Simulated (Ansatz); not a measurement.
# NaI in the zinc blende structure (space group F-43m, No. 216; a hypothetical phase, not in the database extracts checked)

NaI has the cubic space group F-43m (No. 216), the zinc blende structure, Pearson symbol cF8. Lattice parameters: a = b = c = 7.1634 Å, α = β = γ = 90.00°. I on 4c has 4 Na at 3.102 Å (tetrahedral). Na on 4a sees 4 I at 3.102 Å (tetrahedral). (Neighbours: up to the widest gap in distance over summed covalent radii, below 1.35, at either atom; cation-cation and far metal-metal contacts left out.)
(The calculation used a cell of 2 atoms; values per cell refer to that cell.)

Computed with Ansatz (a program for electronic structure), PBE, PAW, cutoff 420 eV, scalar-relativistic without spin-orbit coupling. k-mesh 8×8×8 (Γ-centred); smearing 0.05 eV (Fermi–Dirac).

* **Volume per atom**: 45.95 Å³
* **Density**: 2.71 g/cm³
* **Band gap**: 3.77 eV, direct at Γ
* **Electron mass**: 0.36 mₑ
* **Hole mass (degenerate bands, along [100])**: 0.69, 2.9, 2.9 mₑ
* **Lowest conduction-band minima above the VBM**: Γ 3.77 eV; X along ⟨100⟩ 5.21 eV
* **Total energy**: -4500.896 eV/atom (σ→0; compares only within this code and set-up)

Spin-orbit coupling, missing from the scalar runs, can matter with I. Effective masses come from finite differences of ±0.01 Å⁻¹. No phonon test of stability was made.
